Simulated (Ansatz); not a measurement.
Consider the reaction energy. Reaction: AgCl (rock salt) + 1/2 H2 (gas) → Ag (fcc) + HCl (gas). Negative: the products are lower in energy.

AgCl (rock salt, Fm-3m), 2 atoms in the cell. Conventional cell: a = b = c = 5.6120 Å, α = β = γ = 90.00°.

Ansatz (a program for electronic structure) with PAW potentials; structures come from PBE relaxations, nuclei static, no net charge. Ansatz runs with its default PAW set. Other levels take these structures. HSE06 runs on coarser k-point meshes, mended by the PBE difference between the two meshes. Some cells are metallic or hold partly filled levels, where a hybrid on a coarse mesh is less sure. The lattices are those relaxed with PBE, so at other levels the solids can be strained, which adds to the spread. A dispersion term (D3(BJ), or D4 for r2SCAN) was computed beside these levels and is taken off wherever the name lacks it.

Levels: PBE, PBE+D3(BJ), LDA, PBEsol, r2SCAN, HSE06.

Question: At which levels does the right-hand side lie lower?

Answer: too close to call: PBE (-0.01), LDA (-0.01); uphill: PBE+D3(BJ) (0.06), r2SCAN (0.31), HSE06 (0.22); downhill: PBEsol (-0.11) (values in eV; within 0.05 eV of zero counts as too close to call). The levels span 0.42 eV, from PBEsol (-0.11) to r2SCAN (0.31). They disagree on the sign.
